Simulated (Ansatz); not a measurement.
Ansatz (an electronic-structure program) run on VOs (P4mm, 2 atoms in the cell): self-consistent single point.

Method: LDA (PW92), harder PAW files (source: ansatz) made with PBE (plane waves; Ansatz).

The change in words: lattice scaled by 0.98; basis.ecutwfc: 30.9 Ry → 27.9 Ry; hamiltonian.pseudopotentials: {kind: paw} (the program's default PAW files) → {kind: paw, source: ansatz}. Reference geometry:
```
CELL_PARAMETERS angstrom
      3.00149     0.00000     0.00000
      0.00000     3.00149     0.00000
      0.00000     0.00000     3.00149
ATOMIC_POSITIONS crystal
  V  0.00000 0.00000 0.01666
  Os 0.50000 0.50000 0.50000
```
Moments meant for the start (each program seeds them in its own way; μB, in the order of the atoms V Os): 2.0 0.0.

Reference input (self-consistent single point, DFT, LDA (PW92), plane waves, default PAW files made with PBE): basis.ecutwfc = 30.9 Ry; kpoints.mp_grid.grid = 9 9 9; hamiltonian.xc = lda; hamiltonian.pseudopotentials = {kind: paw} (the program's default PAW files); magnetization.spin_polarized = true; scf.occupations.method = fermi_dirac; scf.occupations.width = 0.0073 Ry. This run's input differs from it in these lines:

Ansatz 0.2 input:
```diff
@@ -3,10 +3,10 @@
   lattice:
-    - [3.001487, 0.000000, 0.000000]
-    - [0.000000, 3.001487, 0.000000]
-    - [0.000000, 0.000000, 3.001487]
+    - [2.941457, 0.000000, 0.000000]
+    - [0.000000, 2.941457, 0.000000]
+    - [0.000000, 0.000000, 2.941457]
   atoms:
-    - { symbol: V, position_ang: [0.000000, 0.000000, 0.049999], spin: 2.0 }
-    - { symbol: Os, position_ang: [1.500744, 1.500744, 1.500744] }
+    - { symbol: V, position_ang: [0.000000, 0.000000, 0.048999], spin: 2.0 }
+    - { symbol: Os, position_ang: [1.470729, 1.470729, 1.470729] }
 basis:
-  ecutwfc: 30.9 Ry
+  ecutwfc: 27.9 Ry
 kpoints:
@@ -15,3 +15,3 @@
   xc: lda
-  pseudopotentials: { kind: paw }
+  pseudopotentials: { kind: paw, source: ansatz }
 magnetization:
```

Log, with long lists cut:

```
SCF iter   1: F=—  HF=-14043.761749 eV  |F-HF|=—  |Δ(HF+E_count)|=         —  Δρ=1.41e-1 (↑1.41e-1 ↓5.37e-2)  dr2=3.37e0  dr2_m=1.42e0  M=0.516 μB ∫|m|=0.593 μB  β_m=0.30  ethr=3.10e-3  ⟨swp⟩=5.9  Hψ=13090  notcnv=0
Mixer restart at iter 1: flushing history
all-band conjugate gradients solve this SCF's bands
preconditioner: auto → none
   [... lines left out ...]
SCF iter  11: F=—  HF=-14042.387915 eV  |F-HF|=—  |Δ(HF+E_count)|=   1.98e-9  Δρ=2.06e-6 (↑7.63e-7 ↓2.06e-6)  dr2=2.54e-9  dr2_m=1.28e-10  M=0.000 μB ∫|m|=0.000 μB  β_m=0.80  ethr=8.45e-11  ⟨swp⟩=1.9  Hψ=3494  notcnv=0
SCF iter  12: F=-14042.387915 eV  HF=-14042.387915 eV  |F-HF|=2.97e-9  |Δ(HF+E_count)|=  2.84e-10  Δρ=1.49e-6 (↑1.49e-6 ↓1.31e-6)  dr2=3.08e-9  dr2_m=3.89e-12  M=0.000 μB ∫|m|=0.000 μB  ethr=8.77e-12  ⟨swp⟩=1.1  Hψ=7943  notcnv=0
SCF 1 converged in 12 iterations: F = -14042.387915 eV  dr2 = 3.08e-9
WARN: the starting moments were not kept: the SCF closed with an absolute magnetisation of 4.1e-6 μB, where they sum to 2 μB in size (1 site) …
Magnetization: 0.0000 μB (14.5000 up, 14.5000 down)
   [... lines left out ...]
Absolute magnetization: 0.0000 μB (∫|ρ↑−ρ↓|, with the PAW one-centre terms)
Free energy (F): -14042.387915 eV
Fermi energy:    24.064453 eV
   [... lines left out ...]
  atom   2  Os     0.00000000     0.00000000     0.09811624
--- Stress (GPa, compression-positive) ---
        7.369052       0.000000       0.000000
        0.000000       7.369052       0.000000
        0.000000       0.000000       7.456745
  P = ⅓ Tr σ = 7.3983 GPa (73.983 kbar)
  The stress holds the Pulay correction. Without it, at fixed plane waves, as pw.x and ABINIT print it: P = -150.1198 GPa
```

The run converged in 12 iterations. Against the reference run the pressure goes from -9.66 to 7.40 GPa and the largest force goes from 0.081 to 0.098 eV/Å.

The starting cell comes from a database of computed structures (which also holds hypothetical and non-ambient phases and stackings), without a prior relaxation at this level. Its lattice was rescaled by up to half a per cent. One atom was moved a little off its site on purpose. For this run, on top of that: lattice scaled by 0.98. The starting moments vanished: the run ended non-magnetic, which need not be the lowest state. The program warned that a starting moment was not kept. Ansatz's pressure includes its estimate of the finite-basis (Pulay) stress. Without the estimate this run gives -150.12 GPa. The cutoff lies below the one recommended for these files.
